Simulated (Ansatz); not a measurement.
Base system: ZnSe in the zinc blende structure (space group F-43m, No. 216; a = 5.6333 Å). Axes: x, y, z lie along the cube axes.

The change: the cell is stretched by 1.00 % along z with no lateral relaxation, atoms relaxed at fixed cell.

All numbers come from DFT with PBEsol, PAW potentials and a 420 eV plane-wave cutoff in Ansatz (a program for electronic structure), without spin-orbit coupling.

### Question
Give the band edges at the high-symmetry points of the new zone, measured from its valence-band maximum.

### Answer
```json
[
 {"point": "Γ", "valence edge (eV)": "0.00", "conduction edge (eV)": "1.19"},
 {"point": "X", "valence edge (eV)": "-2.26", "conduction edge (eV)": "2.80"},
 {"point": "P", "valence edge (eV)": "-2.75", "conduction edge (eV)": "5.30"},
 {"point": "N", "valence edge (eV)": "-0.87", "conduction edge (eV)": "2.45"},
 {"point": "M", "valence edge (eV)": "-2.21", "conduction edge (eV)": "2.85"},
 {"point": "S", "valence edge (eV)": "-1.79", "conduction edge (eV)": "3.52"},
 {"point": "S₀", "valence edge (eV)": "-1.79", "conduction edge (eV)": "3.52"},
 {"point": "R", "valence edge (eV)": "-2.75", "conduction edge (eV)": "5.36"},
 {"point": "G", "valence edge (eV)": "-2.75", "conduction edge (eV)": "5.36"}
]
```

The gap is 1.19 eV, direct at Γ.

The cells carry an imposed strain or load. Stability against distortions was not tested. Labels are those of the standard path for the cell's own space group.
